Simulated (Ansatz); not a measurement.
Density of states of CdSe (F-43m) above the conduction band minimum, PBEsol, rigid bands (Ansatz, a quantum-chemistry and plane-wave program); cell volume 56.2 Å³.

(energy from edge (eV), 10⁻³ states/eV/cell): (0.006, 0.34); (0.031, 0.84); (0.056, 1.26); (0.081, 1.71); (0.106, 2.16); (0.131, 2.63); (0.156, 3.09); (0.181, 3.63); (0.206, 4.13); (0.231, 4.81); (0.256, 5.45); (0.281, 6.13); (0.319, 7.12); (0.344, 7.90); (0.369, 8.68); (0.394, 9.49); (0.419, 10.4); (0.444, 11.3); (0.469, 12.2); (0.494, 13.3); (0.519, 14.3); (0.544, 15.3); (0.569, 16.5); (0.594, 17.4)

**Question.** What effective density of states at 300 K does this give (∫ g(E) exp(−E/k_BT) dE, both spins, divided by the cell's size)?

**Answer.** 3.3e17 cm⁻³, a density-of-states mass of 0.056 mₑ, valleys and band degeneracy included.

Spin-orbit coupling is left out. Geometry: cell and atoms relaxed with PBEsol.
